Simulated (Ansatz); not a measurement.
Consider MoTe$_{2}$ in the 2H-MoS2 type structure (space group P6_3/mmc, No. 194; a = 3.497 Å, c = 13.697 Å; layered, stacked along the Cartesian z axis).

Structures relaxed with PBE-D3(BJ)/PAW in Ansatz (a first-principles code), no spin-orbit coupling, earlier PAW set.

Base:

Simulated powder pattern, Cu Kα, λ = 1.54184 Å (kinematic, ideal powder, no thermal factors, no anomalous dispersion; the 10 strongest lines at most, above 2 %, up to 2θ = 90°):

```json
[
 {"2θ (°)": "12.93", "I/Imax (%)": "17", "hkl": "(002)"},
 {"2θ (°)": "26.02", "I/Imax (%)": "12", "hkl": "(004)"},
 {"2θ (°)": "29.50", "I/Imax (%)": "38", "hkl": "(100)"},
 {"2θ (°)": "35.57", "I/Imax (%)": "100", "hkl": "(103)"},
 {"2θ (°)": "44.60", "I/Imax (%)": "31", "hkl": "(105)"},
 {"2θ (°)": "52.33", "I/Imax (%)": "29", "hkl": "(110)"},
 {"2θ (°)": "64.88", "I/Imax (%)": "17", "hkl": "(203)"},
 {"2θ (°)": "78.13", "I/Imax (%)": "16", "hkl": "(118)"},
 {"2θ (°)": "84.04", "I/Imax (%)": "11", "hkl": "(1 0 11)"},
 {"2θ (°)": "87.96", "I/Imax (%)": "15", "hkl": "(213)"}
]
```

Now apply this change: a hydrostatic pressure of 5 GPa.

**Question.** How do the reflections move or split?

**Answer.** 
Simulated powder pattern, Cu Kα, λ = 1.54184 Å (kinematic, ideal powder, no thermal factors, no anomalous dispersion; the 10 strongest lines at most, above 2 %, up to 2θ = 90°):

| 2θ (°) | I/Imax (%) | hkl |
|---|---|---|
| 13.43 | 8.9 | (002) |
| 27.05 | 9.2 | (004) |
| 30.15 | 35 | (100) |
| 36.56 | 100 | (103) |
| 46.06 | 18 | (105) |
| 53.54 | 27 | (110) |
| 66.58 | 17 | (203) |
| 69.62 | 9.6 | (116) |
| 80.98 | 11 | (118) |
| 87.84 | 9.9 | (1 0 11) |

The indices refer to the base's conventional cell; one index is shown for lines that coincide.

Load acts through the strain it causes; cell and atoms are relaxed under it. Stability against distortions was not tested. Competing high-pressure phases were not computed. The program warned that a D3 coordination switch lies within reach, so dispersion energies are less smooth here.
